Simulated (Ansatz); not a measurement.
An Ansatz (a quantum-chemistry and plane-wave program) run: SiSe2 with a change (pressure 9 GPa); PBEsol (Ansatz, PAW, without spin-orbit coupling).

Input:

Ansatz 0.2 input:
```yaml
crystal:
  lattice:
    - [-2.8463648548, 4.1669812834, 2.8502563362]
    - [2.8463648548, -4.1669812834, 2.8502563362]
    - [2.8463648548, 4.1669812834, -2.8502563362]
  atoms:
    - { symbol: Se, position: [0.8633171014, 0.7614362736, 0.624753375] }
    - { symbol: Se, position: [0.3633171014, 0.7385637264, 0.1018808278] }
    - { symbol: Se, position: [0.6366828986, 0.2614362736, 0.8981191722] }
    - { symbol: Se, position: [0.1366828986, 0.2385637264, 0.375246625] }
    - { symbol: Si, position: [0.75, 0.75, 0] }
    - { symbol: Si, position: [0.25, 0.25, 0] }
basis: { ecutwfc: 420, ecutrho_ratio: 4, xc_grid: 2, fft_grid_basis: typed }
kpoints: { mp_grid: { grid: [8, 8, 8] } }
hamiltonian:
  xc: pbesol
  dispersion: none
  pseudopotentials: { kind: paw }
scf: { occupations: { method: fermi_dirac, width: 0.05 } }
relax: { f_tol: 0.01, max_steps: 60, cell: { stress_tol: 0.02, p_target: 9.0 } }
output: { forces: true, stress: true }
checkpoint: { write: state.ck, write_every: 1000 }
```

Output (explanatory and most iteration lines left out):

```
Relaxation: its limit of steps is 60 (relax.max_steps)
Pseudopotential: Se, paw, valence charge 16
Pseudopotential: Si, paw, valence charge 4
Crystal: 6 atoms, lattice volume = 135.225 Å³
Basis set: ecut = 420 eV, 2661 PW (Γ), exchange–correlation on 80×80×80 points (8 copies of the dense FFT grid, shifted against one another)
Bands: 44, of which v1, the nominal top of the filled ones, is band 36 counted from 1 (35 counted from 0)
Symmetry: 8 space group operations
Space group: Ibam (ITA 72), of the structure as read, at distance tolerance 5.1e-5 Å
k-points: 95 of 512
Functional: x = pbesol(κ = 0.804, μ = 0.12345679012345678), c = pbesol(β = 0.046)
SCF iter   1: F=—  HF=-22941.905961 eV  |F-HF|=—  |Δ(HF+E_count)|=         —  Δρ=2.82e-3  dr2=1.10e-2  ethr=1.77e-3  ⟨swp⟩=7.1  Hψ=17561  notcnv=0  defer=14
SCF iter   2: F=—  HF=-22941.904029 eV  |F-HF|=—  |Δ(HF+E_count)|=   1.93e-3  Δρ=1.60e-3  dr2=3.27e-3  ethr=1.52e-5  ⟨swp⟩=3.0  Hψ=8678  notcnv=0  defer=73
SCF 1 converged in 7 iterations: F = -22941.904130 eV  dr2 = 4.72e-9
relax step   1: F+E_penalty+E_count = -22941.90413044 eV  Δ(F+E_penalty+E_count) = +0.000e0 eV  max|allowed force component| = 3.094e-4 eV/Å  Δτ_max = 0.0000 Å  P = +4.500 GPa  Ω = 135.225 Å³  (7 SCF iters, dr2 threshold 1.00e-7 eV, accepted)
[... steps on the carried basis left out ...]
relax step   7: F+E_penalty+E_count = -22941.41403918 eV  Δ(F+E_penalty+E_count) = +1.216e-3 eV  max|allowed force component| = 6.318e-3 eV/Å  Δτ_max = 0.0000 Å  P = +9.000 GPa  Ω = 123.205 Å³  stress off target by 1.28e-2 GPa  SCF on the basis re-selected at this cell (its energy is not comparable with the rows above)  (7 SCF iters)
SCF converged after 7 iterations
Free energy (F): -22941.414039 eV
Internal energy: -22941.414033 eV  (E = F + TS)
E sigma→0 (E₀):  -22941.414036 eV
Entropy (-TS):   -0.000007 eV (-0.001 meV/atom)
Fermi energy:    9.317974 eV
--- Forces (eV/Å), atoms counted from 1 ---
  atom   1  Se    -0.00428767    -0.00631789    -0.00000000
  atom   2  Se     0.00428767    -0.00631789     0.00000000
  atom   3  Se    -0.00428767     0.00631789    -0.00000000
  atom   4  Se     0.00428767     0.00631789     0.00000000
  atom   5  Si     0.00000000     0.00000000    -0.00000000
  atom   6  Si    -0.00000000    -0.00000000     0.00000000
--- Stress (GPa, compression-positive) ---
        9.012781      -0.000000      -0.000000
       -0.000000       8.998874       0.000000
       -0.000000       0.000000       8.988496
  P = ⅓ Tr σ = 9.0001 GPa (90.001 kbar)
--- Relaxed structure (6 steps of the walk, 6 accepted, 1 SCFs on fresh bases) ---
  cell:  # Å, volume = 123.2049 Å³
    - [-2.7606064980394036, 3.9843167574867526, 2.8003334872473973]
    - [2.7606064980394036, -3.9843167574867526, 2.8003334872473973]
    - [2.7606064980394036, 3.9843167574867526, -2.8003334872473973]
  atoms:
    - { symbol: Se, position: [0.8596628547986341, 0.7498038641686389, 0.6094667189672733] }
    - { symbol: Se, position: [0.3596628547986342, 0.7501961358313611, 0.10985899062999505] }
    - { symbol: Se, position: [0.640337145201366, 0.24980386416863898, 0.890141009370005] }
    - { symbol: Se, position: [0.1403371452013659, 0.25019613583136097, 0.3905332810327269] }
    - { symbol: Si, position: [0.75, 0.75, -6.348460977382827e-20] }
    - { symbol: Si, position: [0.25000000000000006, 0.25000000000000006, -6.348460977382829e-20] }
```

Load acts through the strain it causes; cell and atoms are relaxed under it. No phonon test of stability was made. Competing high-pressure phases were not computed. The cell was made from SiSe2 (space group Ibam, No. 72; made of chains) by this change: pressure 9 GPa. No dispersion term is included in the PBEsol runs.
